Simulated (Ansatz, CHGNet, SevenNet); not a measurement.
**NbP (model structure, started from the NbAs type, I4₁md, No. 109, 4 atoms in the cell): lattice constant a by level of theory**

No measured value is used here.

```json
[
 {"level (code)": "CHGNet 0.3.0", "value (Å)": "3.340"},
 {"level (code)": "CHGNet-r²SCAN", "value (Å)": "3.305"},
 {"level (code)": "SevenNet-l3i5", "value (Å)": "3.354"},
 {"level (code)": "PBE (Ansatz)", "value (Å)": "[?]"},
 {"level (code)": "PBEsol (Ansatz)", "value (Å)": "[?]"},
 {"level (code)": "r²SCAN (Ansatz)", "value (Å)": "3.340"}
]
```

Task: Complete the blanks.

Result: 
- PBE (Ansatz, a quantum-chemistry and plane-wave program), value (Å): 3.347
- PBEsol (Ansatz), value (Å): 3.321

Cutoffs differ between the levels. Ansatz's density-functional and Hartree–Fock values are scalar-relativistic unless marked +SOC, with PAW data made under PBE.

Machine-learned potentials (CHGNet 0.3.0, CHGNet-r²SCAN, SevenNet-l3i5) are trained on DFT data: a solid inside that data is no test of them.

A model structure was made by putting elements into a prototype or built by hand; it is no filed structure, need not be a known phase, and can be a saddle point held by its symmetry.
